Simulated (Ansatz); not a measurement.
## BP under a change: biaxial strain −2.50 %, plane normal [001], relaxed out of plane

Take BP in the zinc blende structure (space group F-43m, No. 216; a = 4.4905 Å) as the base. Axes: x, y, z lie along the cube axes.

It is then changed as follows: compressive biaxial strain of 2.50 % in the plane normal to [001], as in epitaxy on a mismatched substrate; the out-of-plane cell vector and the atoms relax.

Calculations: plane-wave PAW DFT at the LDA level (Ansatz, a program for electronic structure, 420 eV), no spin-orbit coupling. k-mesh 13×13×13 (Γ-centred); smearing 0.05 eV (Fermi–Dirac).

The volume per atom shrinks by 0.43 Å³ (11.32 Å³ → 10.89 Å³) and the space group goes from F-43m (No. 216) to I-4m2 (No. 119). The shortest interatomic distance falls by 0.0245 Å, from 1.944 Å to 1.920 Å and the energy goes up by 19 meV/atom. The pressure (mean of the normal stresses, compression positive) increases by 7.33 GPa to 7.32 GPa and the band gap shrinks by 0.336 eV, from 1.14 eV to 0.81 eV. The gap character amounts to indirect, Γ → Γ–X (84 % along) and the smallest direct gap decreases by 0.12 eV to 3.31 eV. The electron mass is still 1.3 mₑ along k, 0.22 mₑ across (off the special points) and the valence-band top at Γ (three highest levels, from the VBM) goes from 0.00, 0.00, 0.00 eV to 0.00, 0.00, -0.39 eV. The valley order (the lowest conduction-band minima on the path, energy above the VBM, named in the base's zone) goes from a point along ⟨100⟩, about 1.2 Å⁻¹ from Γ 1.14 eV to a point along [010], about 1.2 Å⁻¹ from Γ 0.81 eV; a point along [001], about 1.2 Å⁻¹ from Γ 1.29 eV and the out-of-plane strain is +1.17 %. The ratio −ε⊥/ε∥ comes out as 0.47 and the mean in-plane stress (compression positive) comes out as +11.0 GPa.

Effective masses come from finite differences of ±0.01 Å⁻¹. Along k means along the line from Γ to the band edge. Stability against distortions was not tested. Labels are those of the standard path for the cell's own space group.
